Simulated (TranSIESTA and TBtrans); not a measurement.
Device: Pb chain with one Ir atom in place of Pb. Leads: straight Pb chain, spacing 2.85 Å. Geometry: 3 atoms about the centre moved by SIESTA (PBE, DZP) to a largest force of 0.01 eV/Å, all others as built, motion along the axis alone. Transport runs along z; the first 4 and the last 4 of the 15 atoms are the lead cells, repeated to infinity.

```xyz
15
Lattice="9.000 0.000 0.000 0.000 9.000 0.000 0.000 0.000 42.200" Properties=species:S:1:pos:R:3 pbc="F F T"
Pb     4.500     4.500     0.000
Pb     4.500     4.500     2.850
Pb     4.500     4.500     5.700
Pb     4.500     4.500     8.550
Pb     4.500     4.500    11.400
Pb     4.500     4.500    14.250
Pb     4.500     4.500    17.126
Ir     4.500     4.500    19.675
Pb     4.500     4.500    22.224
Pb     4.500     4.500    25.100
Pb     4.500     4.500    27.950
Pb     4.500     4.500    30.800
Pb     4.500     4.500    33.650
Pb     4.500     4.500    36.500
Pb     4.500     4.500    39.350
```
Starting moments (μB): atom 8 +1.

Run with TranSIESTA and TBtrans (open boundaries, self-consistent; PseudoDojo norm-conserving potentials, scalar-relativistic): Spin polarized, PAO.BasisSize DZP, PAO.EnergyShift 0.15 eV, XC.Authors PBE, Mesh.Cutoff 200 Ry, ElectronicTemperature 300 K, TS.Voltage 0.0 eV, TBT.Elecs.Eta 0.001 eV.

Energies count from the leads' Fermi level. Transmissions are for each spin. The energy step is 0.01 eV; narrower resonances are cut or missed.

```tsv
E (eV)	T up	T down
-0.20	2.17	2.39
-0.15	2.23	2.49
-0.10	2.27	2.57
-0.05	2.31	2.62
0.00	2.35	2.67
0.05	2.38	2.70
0.10	2.40	2.72
0.15	2.43	2.73
0.20	2.45	2.74
```

Task: Give the zero-bias conductance in μS and the resistance at 300 K.

Result: At the Fermi level the mean of both spins is (2.35 + 2.67)/2 = 2.51. Averaged with −∂f/∂E over the full grid (kT = 25.9 meV) it is 2.50. With G0 = 2e²/h = 77.48 μS, G = 194 μS and R = 1/G = 5.15 kΩ.

Task: The eigenchannels at the Fermi level (both spins) transmit 0.884, 0.731, 0.731, 0.916, 0.916, 0.833. What Fano factor of the shot noise follows at low temperature and bias?

Result: F = Σ τ(1 − τ)/Σ τ = 0.789/5.01 = 0.16.

Moments were seeded on the central atoms alone, and one start was tried. The straight chain is held at its spacing; free chains may zigzag or dimerise. Spin-orbit coupling, left out here, matters for the heavy atoms.
